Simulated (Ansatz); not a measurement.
**What uniaxial strain ε_xx = −0.36 % does to Al2Cu**

Take Al2Cu (space group I4/mcm, No. 140; a = 6.006 Å, c = 4.791 Å) as the base. Axes: x, y, z lie along a, b, c of the conventional cell.

Now apply this change: uniaxial strain ε_xx = −0.36 %, all other strain components held at zero, atoms relaxed at fixed cell.

Computed with r2SCAN/PAW in Ansatz (a first-principles code), scalar-relativistic without spin-orbit coupling, earlier PAW set. Settings: 12×12×12 k-points, 0.05 eV Fermi–Dirac smearing.

- Volume per atom: 14.35 Å³ (base 14.40 Å³)
- Space group: Ibam (No. 72) (base I4/mcm (No. 140))
- Shortest interatomic distance: 239.5 pm (base 239.5 pm)
- Energy relative to the base (free energy F): +0.1 meV/atom
- Pressure (mean of the normal stresses, compression positive): 0.4 GPa (base 0.0 GPa)
- Band gap: zero (base zero)
- Stress (xx, yy, zz, yz, xz, xy; compression positive): (0.6, 0.4, 0.3, 0.0, 0.0, 0.0) GPa (rough)

Final structure:

```
Al2Cu
1.0
   -2.99229     3.00310     2.39527
    2.99229    -3.00310     2.39527
    2.99229     3.00310    -2.39527
Al Cu
4 2
Direct
  0.65933   0.15876   0.81810
  0.84067   0.65876   0.49943
  0.15933   0.34124   0.50057
  0.34067   0.84124   0.18190
  0.25000   0.25000   0.00000
  0.75000   0.75000   0.00000
```

Without a gap, meshes like the base's 12×12×12 leave anisotropic stresses uncertain by several tenths of a GPa, and small strain energies with them. Whether these cells are dynamically stable was not tested. The final runs are not spin-polarised.
